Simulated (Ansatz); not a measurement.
The reference is ZrN in the rock salt structure (space group Fm-3m, No. 225; a = 4.552 Å). Axes: x, y, z lie along the cube axes.

All numbers come from PBEsol, PAW, 420 eV (Ansatz, an electronic-structure program; spin-orbit coupling left out).

For the base:

```
Item                            Result
-----------------------------  -------
Shortest interatomic distance  2.276 Å
Pressure                       0.0 GPa
```

It is then changed as follows: tensor shear ε_xz = +3.14 % (engineering shear γ = 0.0628); the atoms relax in the strained cell.

### Question
What does the calculation give for the energy relative to the base, shortest interatomic distance and pressure after the change?

### Answer
The energy goes up by 18 meV/atom; the shortest interatomic distance stays 2.276 Å; the pressure (mean of the normal stresses, compression positive) goes from zero to 0.2 GPa.

Without a gap, meshes like the base's 18×18×18 leave anisotropic stresses uncertain by several tenths of a GPa, and small strain energies with them. No phonon test of stability was made. All final runs are without spin polarisation. An odd electron count without spin: ZrN.
